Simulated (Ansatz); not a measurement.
Take Zr in the hcp (Mg type) structure (space group P6_3/mmc, No. 194; a = 3.244 Å, c = 5.158 Å; relaxed with 0.1 eV smearing) as the base. Axes: x lies along a and z along c of the hexagonal cell.

Calculations: r2SCAN in Ansatz (plane waves to 500 eV, PAW, no SOC).

Strains are applied to the cell and any free atomic positions relax.

One change was made to it. Results:

| quantity | base | after |
|---|---|---|
| energy relative to the base (free energy F) | 0 meV/atom | +4.1 meV/atom |
| band gap | zero | zero |

Question: What was done to the base?
(A) uniaxial strain ε_xx = +2.50 %
(B) uniaxial strain ε_xx = +1.50 %
(C) uniaxial strain ε_xx = +2.00 %

Answer: C, uniaxial strain ε_xx = +2.00 %. For comparison, the energy relative to the base in the other runs: uniaxial strain ε_xx = +2.50 % gives +6.4 meV/atom; uniaxial strain ε_xx = +1.50 % gives +2.3 meV/atom.

Whether these cells are dynamically stable was not tested. The final runs are not spin-polarised.

Ansatz is a program for electronic structure.
